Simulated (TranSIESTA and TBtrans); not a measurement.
**Pb chain with one Ir atom in place of Pb**

System: Pb chain with one Ir atom in place of Pb. Leads: straight Pb chain, spacing 2.85 Å. Geometry: 3 atoms about the centre moved by SIESTA (PBE, DZP) to a largest force of 0.01 eV/Å, all others as built, motion along the axis alone.

Method: TranSIESTA and TBtrans, PBE, SZP numerical orbitals (energy shift 0.15 eV), PseudoDojo norm-conserving scalar-relativistic potentials, mesh cutoff 200 Ry, 300 K, spin-polarised (collinear), no spin-orbit coupling; self-consistent non-equilibrium Green functions.

```
Item                               Result
---------------------------------  ------
Conductance at 300 K (G0 = 2e²/h)    2.72
Mean T from −0.5 to 0.5 eV           2.55
```

Energies count from the leads' Fermi level. Transmissions are for each spin. The energy step is 0.01 eV; narrower resonances are cut or missed.

```tsv
E (eV)	T up	T down	lead channels up	down
-2.00	0.91	0.97	1	1
-1.80	0.96	1.00	1	1
-1.60	0.98	1.00	1	1
-1.40	0.99	0.99	1	1
-1.20	0.98	0.98	1	1
-1.00	0.72	0.96	1	1
-0.80	0.39	0.95	1	1
-0.60	1.59	1.60	3	3
-0.40	2.25	2.15	3	3
-0.20	2.54	2.56	3	3
0.00	2.66	2.79	3	3
0.20	2.71	2.92	3	3
0.40	2.72	2.25	3	3
0.60	2.72	2.63	3	3
0.80	2.71	2.67	3	3
1.00	2.70	2.67	3	3
1.20	2.68	2.67	3	3
1.40	2.66	2.65	3	3
1.60	2.62	2.63	3	3
1.80	2.56	2.60	3	3
2.00	2.48	2.55	3	3
```

Moments were seeded on the central atoms alone, and one start was tried. The straight chain is held at its spacing; free chains may zigzag or dimerise. Spin-orbit coupling, left out here, matters for the heavy atoms.
